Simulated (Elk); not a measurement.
Band structure of V₂NiS₄ (C2/m, 7 atoms in the cell).

```
CELL_PARAMETERS angstrom
      6.05942    -1.61338     0.00000
      6.05942     1.61338     0.00000
     -2.55747     0.00000     5.24306
ATOMIC_POSITIONS crystal
  V  0.25819 0.25819 0.31055
  V  0.74181 0.74181 0.68945
  Ni 0.00000 0.00000 0.00000
  S  0.89169 0.89169 0.55229
  S  0.10831 0.10831 0.44771
  S  0.63744 0.63744 0.98146
  S  0.36256 0.36256 0.01854
```

Computed with PBEsol, all-electron FP-LAPW, Elk's shipped species files, default APW+lo basis in Elk.

Settings: xctype = 22; stype = 0; swidth = 0.00183747 Ha; ngridk = 5 5 3; rmtscf = 0.88; maxscl = 100.

The starting cell comes from a database of computed structures (which also holds hypothetical and non-ambient phases and stackings), without a prior relaxation at this level. Its lattice was rescaled by a random factor within 2.5 % of one. Spin polarisation is off, so a magnetic state, if there is one, cannot be reached. Values depend on the basis (sphere radii, cutoffs, local orbitals), which need not be converged.

Levels in eV from the Fermi level, bands 30 to 37:
```json
[
 {"point": "X", "30": "-1.46", "31": "-1.13", "32": "-0.65", "33": "-0.63", "34": "0.08", "35": "1.13", "36": "1.18", "37": "1.59"},
 {"point": "Γ", "30": "-0.78", "31": "-0.73", "32": "-0.70", "33": "-0.67", "34": "0.17", "35": "0.24", "36": "0.86", "37": "1.33"},
 {"point": "Y", "30": "-1.60", "31": "-0.80", "32": "-0.72", "33": "-0.07", "34": "0.07", "35": "0.15", "36": "0.34", "37": "1.62"}
]
```

Bands cross the Fermi level along this path, so the cell is metallic at this level.
